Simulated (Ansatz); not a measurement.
The structure below was relaxed with Ansatz (a program for electronic structure), PBE, PAW, cutoff 420 eV, scalar-relativistic without spin-orbit coupling, at pressure 4.5 GPa.

Space group Fm-3m (No. 225); a = 6.612 Å, b = 6.612 Å, c = 6.612 Å, α = 90.00°, β = 90.00°, γ = 90.00°

```csv
atom,site,symmetry,x,y,z
Mg,8c,-43m,0.2500,0.2500,0.2500
Sn,4a,m-3m,0.0000,0.0000,0.0000
```

**Question.** Write out a cell with all atoms.

**Answer.** 
```xyz
12
Lattice="6.6120 0.0000 0.0000 0.0000 6.6120 0.0000 0.0000 0.0000 6.6120" Properties=species:S:1:pos:R:3 pbc="T T T"
Mg     1.6530     4.9590     4.9590
Mg     1.6530     1.6530     4.9590
Sn     0.0000     0.0000     0.0000
Mg     1.6530     1.6530     1.6530
Mg     1.6530     4.9590     1.6530
Sn     0.0000     3.3060     3.3060
Mg     4.9590     4.9590     1.6530
Mg     4.9590     1.6530     1.6530
Sn     3.3060     0.0000     3.3060
Mg     4.9590     1.6530     4.9590
Mg     4.9590     4.9590     4.9590
Sn     3.3060     3.3060     0.0000
```
This is the conventional cell.

Load acts through the strain it causes; cell and atoms are relaxed under it. Stability against distortions was not tested. The cell was made from Mg2Sn (space group Fm-3m, No. 225) by this change: pressure 4.5 GPa.
